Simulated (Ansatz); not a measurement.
Terminations of the (111) surface of fcc Ir, measured from the surface 'clean 1x1'. Atoms come from or go to: Al: fcc Al, Au: fcc Au, Cl: ½ Cl2(g), Cr: bcc Cr, antiferromagnetic, F: ½ F2(g), Ir: fcc Ir, Mn: fcc-type Mn, layered antiferromagnet, Nb: bcc Nb, Sc: hcp Sc. ΔE is the energy of forming the row's surface from that one (negative: more stable at these reservoirs); the vacuum level's shift is aligned on the shared bottom. No zero-point or thermal terms. These are constructed structures in small cells; real faces may alloy, dewet or reconstruct in larger ones, and not all known structures of the face are among them. Slabs of about 11 Å, Fermi-Dirac smearing of 0.1 eV. Bottom of the slabs: a bare face, its two planes held. Relaxed from the named starts with such symmetry as they have, on meshes of like density; energies extrapolated to zero smearing; spin only where a row says so; no spin-orbit coupling, no U. Brackets mark spin-polarised runs, whose order is one that fits the cell. A dash marks a value that is undefined for that row (no clear gap, or no work function of a gapped slab) or was not read reliably on its mesh.

Computed with PBE (plane waves to 420 eV, PAW; Ansatz, a first-principles code).

| surface | atoms added per 1x1 | ΔE per 1x1 (eV) | shift of the vacuum level (eV) | work function (eV) |
|---|---|---|---|---|
| a layer of Au in place of the third plane | +1 Au, -1 Ir | ___ | 0.20 | 5.61 |
| a pseudomorphic layer of Nb in the host's stacking | +1 Nb | ___ | -0.46 | 5.06 |
| one row in 4 of the top plane missing | -0.25 Ir | 0.30 | -0.35 | 5.15 |
| top plane shifted to the other hollow | none | 0.09 | 0.08 | 5.58 |
| a layer of Sc in place of the second plane | -1 Ir, +1 Sc | -0.80 | -0.44 | 5.02 |
| a layer of Cr in place of the second plane [spin start, no net moment] | +1 Cr, -1 Ir | ___ | -0.54 | 4.93 |
| a pseudomorphic layer of Au in the other hollow | +1 Au | ___ | -0.17 | 5.32 |
| a layer of Mn in place of the third plane [spin, 1.5 μB a cell] | -1 Ir, +1 Mn | ___ | 0.01 | 5.53 |
| a layer of Al in place of the second plane | +1 Al, -1 Ir | -1.68 | -0.47 | 4.99 |
| (√3x√3)R30° layer of F, one a cell, on the site that continues the host's stacking | +0.333 F | -0.67 | 0.75 | 6.25 |
| (√3x√3)R30° layer of Cl, one a cell, on the site that continues the host's stacking | +0.333 Cl | -0.50 | -0.63 | 4.88 |
| p(2x2), one Ir adatom | +0.25 Ir | 0.50 | -1.42 | 4.07 |

What belongs in the gaps?


- a layer of Au in place of the third plane, ΔE per 1x1 (eV): 0.75
- a pseudomorphic layer of Nb in the host's stacking, ΔE per 1x1 (eV): -0.07
- a layer of Cr in place of the second plane [spin start, no net moment], ΔE per 1x1 (eV): -0.62
- a pseudomorphic layer of Au in the other hollow, ΔE per 1x1 (eV): -0.22
- a layer of Mn in place of the third plane [spin, 1.5 μB a cell], ΔE per 1x1 (eV): -0.13
